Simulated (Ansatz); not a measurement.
Results of HSE06 in Ansatz (plane waves, PAW) for FeBr3 (R-3, No. 148; cell taken from a computed entry).

Numerical settings: plane-wave cutoff 500 eV, 4×4×4 k mesh, gaussian smearing 0.02 eV, spin-polarised start, scalar-relativistic PAW data made under PBE.

Cell (relaxed with r²SCAN):

Space group R-3, hexagonal axes (No. 148); a = b = 6.485 Å, c = 19.236 Å, α = β = 90.00°, γ = 120.00°

| atom | site | symmetry | x | y | z |
|---|---|---|---|---|---|
| Fe | 6c | 3. | 0.0000 | 0.0000 | 0.3336 |
| Br | 18f | 1 | 0.3586 | 0.0004 | 0.0763 |
(The calculation used a cell of 8 atoms; values per cell refer to that cell.)

### Question
Estimate the band gap that the calculation returns.

### Answer

* **band gap**: 2.31 eV (on the SCF k mesh)

Note: the magnetic order was assumed, not searched for or taken from measurement; a magnet's gap depends somewhat on the PAW data; cell and atoms aren't relaxed at this level (largest force component 0.08 eV/Å); the cell has widely spaced layers and the level no dispersion term, so their spacing and the moduli can rest on weak binding.

Spin–orbit coupling is not included.

Computed values are for the static lattice.

Ansatz is a program for electronic structure.
